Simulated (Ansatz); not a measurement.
# Ansatz run on HfWC₂ (R-3m, 4 atoms in the cell): self-consistent single point

Method: PBEsol, default PAW files made with PBE (plane waves; Ansatz, a quantum-chemistry and plane-wave program).

Input:

Ansatz 0.2 input:
```yaml
crystal:
  lattice:
    - [1.55933600, 0.90028300, 5.11871600]
    - [-1.55933600, 0.90028300, 5.11871600]
    - [0.00000000, -1.80056600, 5.11871600]
  atoms:
    - { symbol: Hf, position: [0.00000000, 0.00000000, 0.00000000] }
    - { symbol: W, position: [0.50000000, 0.50000000, 0.50000000] }
    - { symbol: C, position: [0.24575000, 0.24575000, 0.24575000] }
    - { symbol: C, position: [0.75425000, 0.75425000, 0.75425000] }
basis:
  ecutwfc: 420.0 eV
kpoints:
  mp_grid:
    grid: [16, 16, 16]
hamiltonian:
  xc: pbesol
  pseudopotentials:
    kind: paw
scf:
  occupations:
    method: cold
    width: 0.2 eV
output:
  forces: true
  eigenvalues: true
  stress: true
```

Output (repeated stretches shortened):

```
WARN ansatz: RAYON_NUM_THREADS=1 ignored (pool sized by the plan → 1); use --threads N
basis.fft_grid_basis auto: the FFT boxes are laid along the combinations [[1, 0, -1], [0, 1, -1], [0, 0, 1]] of the cell's own vectors, 3.119, 3.119 and 5.426 …
Pseudopotentials: kind: paw
Pseudopotential: Hf, paw, valence charge 26
Pseudopotential: W, paw, valence charge 14
Pseudopotential: C, paw, valence charge 4
Crystal: 4 atoms, lattice volume = 43.115 Å³
Basis set: ecut = 420 eV, 833 PW (Γ), FFT grids on a1−a3, a2−a3, a3, exchange–correlation on 48×48×80 points (8 copies of the dense FFT grid, shifted against one another)
Bands: 29, of which v1, the nominal top of the filled ones, is band 24 counted from 1 (23 counted from 0)
Symmetry: 12 space group operations
Space group: R-3m (ITA 166), of the structure as read, at distance tolerance 3.5e-5 Å
k-points: 417 of 4096
PAW frozen core: Hf, regenerated for the run's functional, and the local potential with it
PAW frozen core: W, regenerated for the run's functional, and the local potential with it
PAW frozen core: C, regenerated for the run's functional, and the local potential with it
Initial density: superposition of atomic densities (neutral atoms: chi_scale 0, normalization atom), corrected by the library's trained network
Initial wavefunctions: pseudopotential atomic-orbital guess
Eigensolver: davidson
Functional: x = pbesol(κ = 0.804, μ = 0.12345679012345678), c = pbesol(β = 0.046)
SCF iter   1: F=—  HF=-26349.977129 eV  |F-HF|=—  |Δ(HF+E_count)|=         —  Δρ=9.21e-3  dr2=4.50e-2  ethr=1.77e-3  ⟨swp⟩=5.0  Hψ=50326  notcnv=0
all-band conjugate gradients solve this SCF's bands
preconditioner: auto → Kerker (q_TF=auto, 2.778 Å⁻¹)
SCF iter   2: F=—  HF=-26349.968301 eV  |F-HF|=—  |Δ(HF+E_count)|=   8.83e-3  S|Δr|=    0.00e0  Δρ=3.24e-3  dr2=3.30e-3  ethr=9.38e-5  ⟨swp⟩=1.0  Hψ=15450  notcnv=0
SCF iter   3: F=—  HF=-26349.967425 eV  |F-HF|=—  |Δ(HF+E_count)|=   8.76e-4  S|Δr|=    0.00e0  Δρ=1.36e-3  dr2=6.04e-4  ethr=6.87e-6  ⟨swp⟩=2.1  Hψ=18085  notcnv=0
SCF iter   4: F=—  HF=-26349.967275 eV  |F-HF|=—  |Δ(HF+E_count)|=   1.50e-4  S|Δr|=    0.00e0  Δρ=5.25e-4  dr2=8.70e-5  ethr=1.26e-6  ⟨swp⟩=2.0  Hψ=21440  notcnv=0
SCF iter   5: F=—  HF=-26349.967223 eV  |F-HF|=—  |Δ(HF+E_count)|=   5.15e-5  S|Δr|=    0.00e0  Δρ=1.41e-4  dr2=6.28e-6  ethr=1.81e-7  ⟨swp⟩=2.0  Hψ=20439  notcnv=0
SCF iter   6: F=—  HF=-26349.967224 eV  |F-HF|=—  |Δ(HF+E_count)|=   5.60e-7  S|Δr|=    0.00e0  Δρ=3.78e-5  dr2=6.90e-7  ethr=1.31e-8  ⟨swp⟩=2.0  Hψ=21515  notcnv=0
SCF iter   7: F=-26349.967224 eV  HF=-26349.967224 eV  |F-HF|=4.97e-8  |Δ(HF+E_count)|=   1.53e-7  S|Δr|=    0.00e0  Δρ=9.95e-6  dr2=5.26e-8  ethr=2.08e-10  ⟨swp⟩=7.6  Hψ=56929  notcnv=0
SCF 1 converged in 7 iterations: F = -26349.967224 eV  dr2 = 5.26e-8
SCF converged after 7 iterations
Stability not checked (fill_not_monotonic)
Free energy (F): -26349.967224 eV
Harris-Foulkes:  -26349.967224 eV  (|F-HF|=4.97e-8)
Internal energy: -26349.966016 eV  (E = F + TS)
E sigma→0 (E₀):  -26349.966821 eV
Entropy (-TS):   -0.001207 eV (-0.302 meV/atom)
Fermi energy:    22.705798 eV
--- Per-component energies (eV) ---
  E_band       = 125.220972
  E_kinetic    = 1061.302700
  E_local      = -5842.281030  (includes V_loc(G=0)·N_el)
  E_nonlocal   = -1181.672199
  E_hartree    = 2720.560280
  E_xc         = -663.250523
  E_vxc        = -629.809874  (∫ρ·V_xc dr)
  E_paw        = -15434.804522  (= ΣΔE_a)
  E_vpaw       = 1276.560253  (= ΣTr[D̂ρ^β])
  E_aug_tail   = -0.000035  (compensation charges beyond the density's cutoff)
  E_ewald      = -7011.335772
  E_core_change = 1.515085  (= ΣΔE_core)
  E_smearing   = -0.001207  (= −TS)
  E_closure    = 0.000000  (closes the sum)
  Σ components = -26349.967224   (vs F -26349.967224, Δ=0.00e0)
--- Forces (eV/Å), atoms counted from 1 ---
  atom   1  Hf     0.00000000     0.00000000    -0.00000000
  atom   2  W     -0.00000000     0.00000000     0.00000000
  atom   3  C     -0.00000000     0.00000000     0.02233883
  atom   4  C      0.00000000    -0.00000000    -0.02233883
  max |Σ_I F_I| component: 6.94e-18 eV/Å
--- Stress (GPa, compression-positive) ---
        9.165057       0.000000      -0.000000
        0.000000       9.165057      -0.000000
       -0.000000      -0.000000       8.716496
  P = ⅓ Tr σ = 9.0155 GPa (90.155 kbar)
  The stress holds the Pulay correction. Without it, at fixed plane waves, as pw.x and ABINIT print it: P = 8.6766 GPa
--- Band table (eV; the first three rows and the last of 417) ---
  k-point 0: bands = ["-52.2217", "-39.0658", "-16.4783", "-16.3690", "-16.3690", "-8.0768", "-7.4915", "-7.4915", "7.9031", "10.8713", "11.0066", "11.0100", "11.0100", "11.0540", "11.0540", "11.1196", "12.7708", "14.0583", "17.0611", "17.0611", [...]
  k-point 1: bands = ["-52.2208", "-39.0636", "-16.4751", "-16.3860", "-16.3729", "-8.0713", "-7.5273", "-7.4992", "8.0083", "10.8714", "11.0082", "11.0096", "11.0117", "11.0516", "11.0534", "11.1160", "12.6487", "14.1964", "17.1220", "17.1374", [...]
  k-point 2: bands = ["-52.2183", "-39.0576", "-16.4660", "-16.4342", "-16.3841", "-8.0558", "-7.6281", "-7.5209", "8.3127", "10.8707", "11.0080", "11.0139", "11.0165", "11.0452", "11.0520", "11.1062", "12.3679", "14.5520", "17.2940", "17.3042", [...]
  k-point 416: bands = ["-52.2217", "-39.0660", "-16.4679", "-16.3690", "-16.3690", "-8.1194", "-7.4922", "-7.4922", "9.1761", "10.0719", "10.9724", "11.0040", "11.0040", "11.0046", "11.0515", "11.0515", "11.1196", "17.2554", "17.7886", "17.7886", [...]
```

The run converged in 7 iterations.

The starting cell comes from a database of computed structures (which also holds hypothetical and non-ambient phases and stackings), without a prior relaxation at this level. Its lattice was rescaled by a random factor within 2.5 % of one. Spin-orbit coupling is off. Spin polarisation is off. With a pressure of about 9 GPa the cell is away from its equilibrium volume at this level. Ansatz's pressure includes its estimate of the finite-basis (Pulay) stress.
